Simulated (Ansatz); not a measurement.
The starting structures come from a database of crystals and need not be the phases stable at ambient conditions.

Inside the gap of an insulator the Bloch states are evanescent, with a wavenumber k + iκ along the transport direction.

Consider the following.

```xyz
20
Lattice="8.1791 0.0145 -0.1142 3.9216 7.1777 -0.1142 1.1161 0.6634 8.8105" Properties=species:S:1:pos:R:3 pbc="T T T"
Hg     5.4724     5.7049     2.0267
Hg     7.7443     2.1507     6.5553
Hg     5.5902     5.7749     6.5553
Hg     7.6265     2.0807     2.0267
Hg     9.8230     5.8385     8.2443
Hg     3.3937     2.0171     0.3377
Hg     3.2318     1.9209     4.5222
Hg     9.9849     5.9347     4.0598
As    12.0242     7.1468     3.2081
As     1.1925     0.7088     5.3739
As     6.8339     4.0618     0.6811
As     6.3828     3.7937     7.9009
Cl     4.0338     0.2223     2.2558
Cl     9.1830     7.6332     6.3262
Cl    11.0937     4.4185     6.3262
Cl     2.1230     3.4371     2.2558
Cl     2.4294     1.4440     8.6410
Cl    10.7873     6.4116    -0.0590
Cl     7.9376     4.7178     4.4546
Cl     5.2791     3.1377     4.1274
```

Space group of this cell: C2/m. The cell was relaxed by PBE-D3(BJ).

Transport runs along the normal of the first two printed cell vectors.

The gap is the functional's own, uncorrected, and κ follows it; spin-orbit coupling is left out. Mid-gap values are interpolated between the computed energies.

**Question.** State the band gap and the smallest decay constant κ at mid-gap according to r2SCAN (Ansatz, an electronic-structure program).

**Answer.** Gap 1.76 eV on a 4×4×4 mesh; κ = 0.217 1/Å, at (0.250, 0.250) of the in-plane reciprocal vectors. At the zone centre, at the nearest computed energy, the slowest state has κ = 0.25 1/Å.
